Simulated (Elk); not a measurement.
Input and output of a self-consistent single point for Ta (Im-3m, 1 atom in the cell) (Elk).

Level of theory: PBE, all-electron FP-LAPW, Elk's shipped species files, APW+lo basis with extra local orbitals in Elk 10.2.4.

```
Ta
1.0
   -1.65825     1.65825     1.65825
    1.65825    -1.65825     1.65825
    1.65825     1.65825    -1.65825
Ta
1
Direct
  0.00000   0.00000   0.00000
```

Reference input (self-consistent single point, DFT, PBE, all-electron FP-LAPW, Elk's shipped species files, APW+lo basis with extra local orbitals): xctype = 20; rgkmax = 8; stype = 3; swidth = 0.00367493 Ha; ngridk = 7 7 7; gmaxvr = 16 1/bohr; nxlo = 2; lorbcnd = true; rmtscf = 0.91; lmaxi = 2. This run's input differs from it in these lines:

```diff
@@ -25,6 +25,6 @@
 stype
-  3
+  0
 
 swidth
-  0.00367493
+  0.0183747
 
@@ -42,3 +42,3 @@
 ngridk
-  7 7 7
+  12 12 12
```

Output, abridged:

```
│ Self-consistent loop started │
│ Loop number : 1 │
 total energy                :     -15625.2756646
│ Loop number : 2 │
 total energy                :     -15625.4955564
RMS change in Kohn-Sham potential (target) :   0.1544060221     (  0.1000000000E-05)
Absolute change in total energy (target)   :   0.2198917512     (  0.1000000000E-03)
│ Loop number : 3 │
 total energy                :     -15625.7082350
RMS change in Kohn-Sham potential (target) :   0.1481125295     (  0.1000000000E-05)
Absolute change in total energy (target)   :   0.2676515625     (  0.1000000000E-03)
│ Loop number : 4 │
   [... lines left out ...]
Absolute change in total energy (target)   :   0.3919409846E-03 (  0.1000000000E-03)
│ Loop number : 13 │
 total energy                :     -15626.2299922
RMS change in Kohn-Sham potential (target) :   0.1351518624E-05 (  0.1000000000E-05)
Absolute change in total energy (target)   :   0.5881866673E-04 (  0.1000000000E-03)
│ Loop number : 14 │
 total energy                :     -15626.2299551
RMS change in Kohn-Sham potential (target) :   0.6008918621E-07 (  0.1000000000E-05)
Absolute change in total energy (target)   :   0.2239003879E-04 (  0.1000000000E-03)
Convergence targets achieved

│ Loop number : 15 │

Energies :
 Fermi                       :     0.443168671035
 total energy                :     -15626.2299534

Density of states at Fermi energy :    34.94484392
 (states/Hartree/unit cell)

Estimated indirect band gap :   0.1206129415E-02
 from k-point      3 to k-point     50
Estimated direct band gap   :   0.7033744197E-02
 at k-point     33

Charges :
 core                        :    46.00000000
 valence                     :    27.00000000
 interstitial                :    1.990654040
 muffin-tins (core leakage)
  species :    1 (Ta)
   atom    1                 :    71.00934596     (  0.1245336506E-05)
 total in muffin-tins        :    71.00934596
 total calculated charge     :    72.99704993
 total charge                :    73.00000000
 error                       :   0.2950073473E-02

│ Self-consistent loop stopped │
```

The run converged in 15 iterations. The count includes the last loop, which Elk runs after its targets are met. 

The starting cell has typed, rounded lattice constants, without a prior relaxation at this level. Its lattice was rescaled by up to half a per cent. Spin-orbit coupling is off. Spin polarisation is off. Values depend on the basis (sphere radii, cutoffs, local orbitals), which need not be converged. The log's line on a gap gives a spacing of levels on this mesh, which the program prints for metals too.
